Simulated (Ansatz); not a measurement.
We consider Mo₃Os (Pm-3n, No. 223, 8 atoms in the cell; start mp-801), described by r²SCAN in Ansatz (plane waves, PAW).

Settings: plane-wave cutoff 560 eV, 12×12×12 k mesh, Fermi–Dirac smearing 0.05 eV, no spin polarisation, scalar-relativistic PAW data made under PBE.

Cell (relaxed at this level):

```cif
data_Mo6Os2
_chemical_formula_sum 'Mo6 Os2'
_space_group_name_H-M_alt 'Pm-3n'
_space_group_IT_number 223
_space_group_name_Hall '-P 4n 2 3'
_cell_length_a 4.96927
_cell_length_b 4.96927
_cell_length_c 4.96927
_cell_angle_alpha 90.000
_cell_angle_beta 90.000
_cell_angle_gamma 90.000
loop_
_atom_site_label
_atom_site_type_symbol
_atom_site_symmetry_multiplicity
_atom_site_Wyckoff_symbol
_atom_site_fract_x
_atom_site_fract_y
_atom_site_fract_z
_atom_site_occupancy
Mo1 Mo 6 c 0.00000 0.50000 0.25000 1
Os1 Os 2 a 0.00000 0.00000 0.00000 1
```

Q: Predict the bulk modulus.

A: 
- bulk modulus = 304 GPa

Note: the run has no spin polarisation, so it can have missed a magnetic state; the bulk modulus is −V dP/dV from two relaxed cells at ±2 % in volume; the relaxation could not lower the start's symmetry, so the cell can be a saddle point above a distorted one.

Spin–orbit coupling is not included.

The computed numbers hold no vibrational or temperature effects.

Cost on a shared machine: very roughly 3 core-minutes.

A start named mp-… is a Materials Project structure, which need not be a measured phase.

Ansatz is an electronic-structure program.
